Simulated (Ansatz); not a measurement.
Ansatz (a first-principles code) run on HgPd (R3, 8 atoms in the cell): self-consistent single point.

Computed with PBEsol, default PAW files made with PBE (plane waves; Ansatz).

```yaml
crystal:
  lattice:
    - [5.30735, 0.00000, 0.00000]
    - [0.00000, 5.30735, 0.00000]
    - [0.00000, 0.00000, 5.30735]
  atoms:
    - { symbol: Hg, position: [0.84356, 0.65644, 0.34356] }
    - { symbol: Hg, position: [0.65644, 0.34356, 0.84356] }
    - { symbol: Hg, position: [0.34356, 0.84356, 0.65644] }
    - { symbol: Hg, position: [0.16188, 0.16188, 0.16188] }
    - { symbol: Pd, position: [0.15255, 0.34745, 0.65255] }
    - { symbol: Pd, position: [0.34745, 0.65255, 0.15255] }
    - { symbol: Pd, position: [0.65255, 0.15255, 0.34745] }
    - { symbol: Pd, position: [0.84745, 0.84745, 0.84745] }
```

Reference input (self-consistent single point, DFT, PBEsol, plane waves, default PAW files made with PBE): basis.ecutwfc = 30.9 Ry; kpoints.mp_grid.grid = 5 5 5; hamiltonian.xc = pbesol; hamiltonian.pseudopotentials = {kind: paw} (the program's default PAW files); scf.occupations.method = gaussian; scf.occupations.width = 0.0073 Ry. This run's input differs from it in these lines:

Ansatz 0.2 input:
```diff
@@ -18,3 +18,3 @@
   mp_grid:
-    grid: [5, 5, 5]
+    grid: [10, 10, 10]
 hamiltonian:
@@ -26,3 +26,3 @@
     method: gaussian
-    width: 0.0073 Ry
+    width: 0.0037 Ry
 output:
```

Log, with long lists cut:

```
SCF iter   1: F=—  HF=-82299.728011 eV  |F-HF|=—  |Δ(HF+E_count)|=         —  Δρ=9.04e-3  dr2=1.25e-1  ethr=1.77e-3  ⟨swp⟩=6.0  Hψ=57752  notcnv=0  defer=112
all-band conjugate gradients solve this SCF's bands
preconditioner: auto → Kerker (q_TF=auto, 2.736 Å⁻¹)
SCF iter   2: F=—  HF=-82299.706246 eV  |F-HF|=—  |Δ(HF+E_count)|=   2.18e-2  Δρ=3.86e-3  dr2=2.34e-2  ethr=8.24e-5  ⟨swp⟩=2.3  Hψ=21744  notcnv=0  defer=1122
   [... lines left out ...]
SCF iter   4: F=—  HF=-82299.700867 eV  |F-HF|=—  |Δ(HF+E_count)|=   8.81e-5  Δρ=1.53e-4  dr2=3.79e-5  ethr=5.11e-7  ⟨swp⟩=2.0  Hψ=20539  notcnv=0  defer=1122
SCF iter   5: F=—  HF=-82299.700895 eV  |F-HF|=—  |Δ(HF+E_count)|=   2.83e-5  Δρ=4.30e-5  dr2=4.24e-6  ethr=2.49e-8  ⟨swp⟩=2.2  Hψ=21594  notcnv=0  defer=1122
SCF iter   6: F=—  HF=-82299.700895 eV  |F-HF|=—  |Δ(HF+E_count)|=   6.01e-7  Δρ=1.05e-5  dr2=1.87e-7  ethr=2.79e-9  ⟨swp⟩=2.0  Hψ=20816  notcnv=0  defer=1122
SCF iter   7: F=-82299.700895 eV  HF=-82299.700895 eV  |F-HF|=4.25e-9  |Δ(HF+E_count)|=   2.28e-8  Δρ=2.86e-6  dr2=1.14e-8  ethr=6.58e-11  ⟨swp⟩=8.4  Hψ=63500  notcnv=0
SCF 1 converged in 7 iterations: F = -82299.700895 eV  dr2 = 1.14e-8
Free energy (F): -82299.700895 eV
Internal energy: -82299.696958 eV  (E = F + TS)
E sigma→0 (E₀):  -82299.698926 eV
Entropy (-TS):   -0.003936 eV (-0.492 meV/atom)
Fermi energy:    17.019546 eV
--- Forces (eV/Å), atoms counted from 1 ---
  atom   1  Hg    -0.00824893     0.03655773    -0.01590074
  atom   2  Hg     0.03655773    -0.01590074    -0.00824893
  atom   3  Hg    -0.01590074    -0.00824893     0.03655773
  atom   4  Hg    -0.17662699    -0.17662699    -0.17662699
  atom   5  Pd    -0.01247076     0.01918778     0.10563811
  atom   6  Pd     0.01918778     0.10563811    -0.01247076
  atom   7  Pd     0.10563811    -0.01247076     0.01918778
  atom   8  Pd     0.05186456     0.05186456     0.05186456
--- Stress (GPa, compression-positive) ---
       -7.069561       0.016965       0.016965
        0.016965      -7.069561       0.016965
        0.016965       0.016965      -7.069561
  P = ⅓ Tr σ = -7.0696 GPa (-70.696 kbar)
  The stress holds the Pulay correction. Without it, at fixed plane waves, as pw.x and ABINIT print it: P = -7.1109 GPa
```

The run converged in 7 iterations. Against the reference run the free energy goes down by 1.7 meV/atom, the pressure stays at -7.07 GPa and the largest force hardly changes (0.298 to 0.306 eV/Å).

The starting cell comes from a database of computed structures (which also holds hypothetical and non-ambient phases and stackings), without a prior relaxation at this level. Its lattice was rescaled by up to half a per cent. One atom was moved a little off its site on purpose. Spin polarisation is off. With a pressure of about -7 GPa the cell is away from its equilibrium volume at this level. Ansatz's pressure includes its estimate of the finite-basis (Pulay) stress.

Cost on one core of a shared machine: roughly 3 min.
